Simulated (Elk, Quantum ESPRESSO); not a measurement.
A Quantum ESPRESSO input for a self-consistent single point of Sb (R-3m, 2 atoms in the cell) (DFT, PBE, spin-orbit coupling, plane waves, PSlibrary fully relativistic ultrasoft (PBE) pseudopotentials):

```fortran
&control
   calculation = 'scf'
   outdir = './out'
   pseudo_dir = './'
   tprnfor = .true.
   tstress = .true.
/
&system
   ibrav = 5
   celldm(1) = 8.6035531387
   celldm(4) = 0.548338845970
   nat = 2
   ntyp = 1
   ecutwfc = 30
   ecutrho = 270
   occupations = 'smearing'
   smearing = 'fermi-dirac'
   degauss = 0.0099958
   noncolin = .true.
   lspinorb = .true.
/
&electrons
   conv_thr = 1.0d-9
   mixing_beta = 0.5
/
ATOMIC_SPECIES
Sb   121.7600  Sb.rel-pbe-n-rrkjus_psl.1.0.0.UPF
ATOMIC_POSITIONS crystal
Sb    0.2682600000    0.2682600000    0.2682600000
Sb    0.7317400000    0.7317400000    0.7317400000
K_POINTS automatic
8 8 8  0 0 0
```

Q: Give the Elk input for the same structure, mesh, smearing and functional.

A: This is the input that was run; spellings and numerical settings could be chosen otherwise.

```
tasks
  0

xctype
  20

spinorb
  .true.

tforce
  .true.

rgkmax
  8.0

gmaxvr
  18.0

lmaxapw
  10

lmaxo
  8

nxlo
  2

lorbcnd
  .true.

lradstp
  2

nrmtscf
  2.0

lmaxi
  4

nempty
  10

swidth
  0.00499791

maxscl
  100

avec
    4.0885490989    2.3605249228    7.1925527434
   -4.0885490989    2.3605249228    7.1925527434
    0.0000000000   -4.7210498457    7.1925527434

atoms
  1
  'Sb.in'
  2
  0.2682600000  0.2682600000  0.2682600000    0.0 0.0 0.0
  0.7317400000  0.7317400000  0.7317400000    0.0 0.0 0.0

ngridk
  8 8 8
```

Basis, cutoffs, solver keys and any potentials are the target program's own. This input uses DFT, PBE, spin-orbit coupling in second variation, all-electron FP-LAPW, Elk's shipped species files, APW+lo basis with extra local orbitals.

The starting cell comes from a database of computed structures (which also holds hypothetical and non-ambient phases and stackings), without a prior relaxation at this level. Its lattice was rescaled by a random factor within 2.5 % of one.
